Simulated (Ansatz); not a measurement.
Quick settings and what they miss: K₂NaPdF₆ (I4/mmm, 10 atoms in the cell)

Self-consistent single point.

```yaml
crystal:
  lattice:
    - [-3.04140, 3.04140, 4.52533]
    - [3.04140, -3.04140, 4.52533]
    - [3.04140, 3.04140, -4.52533]
  atoms:
    - { symbol: K, position: [0.75000, 0.25000, 0.50000] }
    - { symbol: K, position: [0.25000, 0.75000, 0.50000] }
    - { symbol: Na, position: [0.50000, 0.50000, 0.00000] }
    - { symbol: Pd, position: [0.00000, 0.00000, 0.00000], spin: 1.0 }
    - { symbol: F, position: [0.23470, 0.23470, 0.46940] }
    - { symbol: F, position: [0.76530, 0.76530, 0.53060] }
    - { symbol: F, position: [0.23470, 0.76530, 0.00000] }
    - { symbol: F, position: [0.76530, 0.23470, 0.00000] }
    - { symbol: F, position: [0.24688, 0.24688, 0.00000] }
    - { symbol: F, position: [0.75312, 0.75312, 0.00000] }
```
(The spins are starting values, not results.)

Level of theory: PBEsol, default PAW files made with PBE (plane waves; Ansatz, a first-principles code).

Base settings: basis.ecutwfc = 420 eV; kpoints.mp_grid.grid = 5 5 5; hamiltonian.xc = pbesol; hamiltonian.pseudopotentials = {kind: paw} (the program's default PAW files); magnetization.spin_polarized = true; scf.occupations.method = gaussian; scf.occupations.width = 0.05 eV.

Tight run (finer mesh or higher cutoff; not a proven limit): basis.ecutwfc: 420 eV → 590 eV; kpoints.mp_grid.grid: 5 5 5 → 7 7 7; scf.convergence.dr2_threshold: default (1e-07 eV) → 1e-09 eV. It gave top of the valence band (on the code's own zero) 3.43 eV; gap on the k-point mesh 0.42 eV; pressure -5.17 GPa; largest force (vector length) 0.814 eV/Å; size of the cell's spin moment 1.00 μB.

Quick runs, as changes from the base:
- A: the base itself
- B: basis.ecutwfc: 420 eV → 210 eV; kpoints.mp_grid.grid: 5 5 5 → 4 4 4
- C: kpoints.mp_grid.grid: 5 5 5 → 4 4 4; hamiltonian.xc: pbesol → lda; scf.convergence.dr2_threshold: default (1e-07 eV) → 0.001 eV [LDA (PW92)]

Dashes: energy of C, another energy zero.

† marks runs with another functional, U, potentials or spin treatment: their distance from the tight run is not a convergence error alone.

The count of work is k-points × plane waves × bands × iterations; it is no time. 

Pressures in the table are Ansatz's without its Pulay estimate, at a fixed set of plane waves; the tight run's value above holds the estimate.

The starting cell comes from a database of computed structures (which also holds hypothetical and non-ambient phases and stackings), without a prior relaxation at this level. Its lattice was rescaled by a random factor within 2.5 % of one. With one magnetic atom in the cell only a parallel order is possible. In the base run, with a pressure of about -5 GPa the cell is away from its equilibrium volume at this level.

| run | energy less tight (meV/atom) | pressure less tight (GPa) | largest miss in a force vector (eV/Å) | count of work / tight |
|---|---|---|---|---|
| A | 3.8 | -0.46 | 0.001 | 0.26 |
| B | 6069.3 | -223.53 | 0.644 | 0.059 |
| C† | – | -3.96 | 0.174 | 0.11 |

Among the runs at the tight run's level, the energy misses run from 3.8 to 6069.3 meV/atom.

Left out of this page: 3 runs of the series outside the window shown, repeating another row's setting, or not comparable.

Keys are those of Ansatz 0.2.
